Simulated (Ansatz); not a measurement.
A working Ansatz (a first-principles code) input for Sr (Fd-3m, 2 atoms in the cell) (DFT, PBE, plane waves, default PAW files):

Ansatz 0.2 input:
```yaml
# Sr
crystal:
  lattice:
    - [0.000000, 3.945616, 3.945616]
    - [3.945616, 0.000000, 3.945616]
    - [3.945616, 3.945616, 0.000000]
  atoms:
    - { symbol: Sr, position_ang: [5.918424, 5.918424, 5.918424] }
    - { symbol: Sr, position_ang: [3.945616, 3.945616, 3.945616] }
kpoints:
  mp_grid: { grid: [6, 6, 6] }
hamiltonian:
  xc: pbe
  pseudopotentials: { kind: paw }
scf:
  occupations: { method: gaussian, width: 0.136 }
output:
  forces: true
  eigenvalues: true
  stress: true
```

The run converged in 7 iterations: free energy E − TS (on the zero of these files) -7085.9448 eV; Fermi level (on the code's own zero) 4.07 eV; pressure 2.30 GPa. Each of these slips is then made, one at a time:

(1)
```diff
-    - { symbol: Sr, position_ang: [5.918424, 5.918424, 5.918424] }
+    - { symbol: Sr., position_ang: [5.918424, 5.918424, 5.918424] }
```

(2)
```diff
-scf:
+SCF:
```

Problem. How does each altered input end?

Solution. 
(1) A mistyped element symbol. The program stopped before any SCF iteration.
```
Error: YAML parse error: error: line 8 column 17: `Sr.` is not an element symbol (H … Og, case-exact)
  --> <input>:8:17
   |
 6 |     - [3.945616, 3.945616, 0.000000]
 7 |   atoms:
 8 |     - { symbol: Sr., position_ang: [5.918424, 5.918424, 5.918424] }
   |                 ^ `Sr.` is not an element symbol (H … Og, case-exact)
 9 |     - { symbol: [...]
```

(2) A keyword that the program does not know. The program stopped before any SCF iteration.
```
Error: YAML parse error: error: line 15 column 1: unknown field `SCF`, expected one of crystal, accuracy, basis, kpoints, hamiltonian, magnetization, projection, total_charge, correlation, batch, efield, external_charges, scf, relax, neb, saddle, md, ramp, phonons, dielectric, real_time, elastic, magnetic_configurations, gw, evaluate, workflow, out [...]
```

The starting cell was generated: these elements placed on a structure prototype, without a prior relaxation; it need not be a known phase or ordering of this composition. Ansatz's pressure includes its estimate of the finite-basis (Pulay) stress.

Left out of this page: 4 runs of the series outside the window shown, repeating another row's setting, or not comparable; 1 run of the series on a method kept out of this collection.
